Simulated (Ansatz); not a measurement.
Seebeck coefficient (μV/K, mean over directions) of p-type HfSiO₄ (I4_1/amd) against carrier density, PBEsol, rigid bands in Ansatz (a first-principles code). Computed gap 5.37 eV; densities at which minority carriers matter at this gap, or further valleys turn the trend, are left out. Conductivity mass 2.4 mₑ (harmonic mean over directions), N_v = 1.7e20 cm⁻³ at 300 K.

```json
[
 {"hole density": "1e16 cm⁻³", "300 K": "1047", "500 K": "1120"},
 {"hole density": "1e17 cm⁻³", "300 K": "848", "500 K": "922"},
 {"hole density": "1e18 cm⁻³", "300 K": "650", "500 K": "724"},
 {"hole density": "3e18 cm⁻³", "300 K": "555", "500 K": "[?]"},
 {"hole density": "1e19 cm⁻³", "300 K": "452", "500 K": "525"},
 {"hole density": "3e19 cm⁻³", "300 K": "358", "500 K": "431"},
 {"hole density": "1e20 cm⁻³", "300 K": "[?]", "500 K": "329"},
 {"hole density": "3e20 cm⁻³", "300 K": "169", "500 K": "241"},
 {"hole density": "1e21 cm⁻³", "300 K": "[?]", "500 K": "158"}
]
```

**Question.** Some entries are withheld; supply them.

**Answer.** 
- 3e18 cm⁻³, 500 K: 629
- 1e20 cm⁻³, 300 K: 256
- 1e21 cm⁻³, 300 K: 95

Rigid bands with a gap fixed in temperature, one relaxation time for all states, no polarons or phonon drag, and whether or not such doping can be reached. Spin-orbit coupling is left out; with 5d elements it also splits d-like band edges.

Formula and space group known from diffraction (Crystallography Open Database), not checked to be the room-temperature form: HfSiO4 (I4_1/amd).
